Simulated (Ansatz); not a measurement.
The parent structure is HgSe in the zinc blende structure (space group F-43m, No. 216; a = 6.063 Å). Axes: x, y, z lie along the cube axes.

All numbers come from Ansatz (a quantum-chemistry and plane-wave program), LDA, PAW, cutoff 420 eV, spin-orbit coupling left out.

Before the change:

| Item | Result |
|---|---|
| Pressure | 0.0 GPa |
| Shortest interatomic distance | 2.625 Å |

Modification: biaxial strain +2.50 %, plane normal [001], relaxed out of plane (Cartesian); in-plane vectors clamped, the third vector and the atoms free.

Q: What does the calculation give for the pressure, shortest interatomic distance and energy relative to the base after the change?

A: The pressure (mean of the normal stresses, compression positive) goes from zero to -0.6 GPa; the shortest interatomic distance rises by 0.0104 Å (2.625 Å → 2.636 Å); the energy increases by 4.1 meV/atom.

Stability against distortions was not tested. The final runs are not spin-polarised.
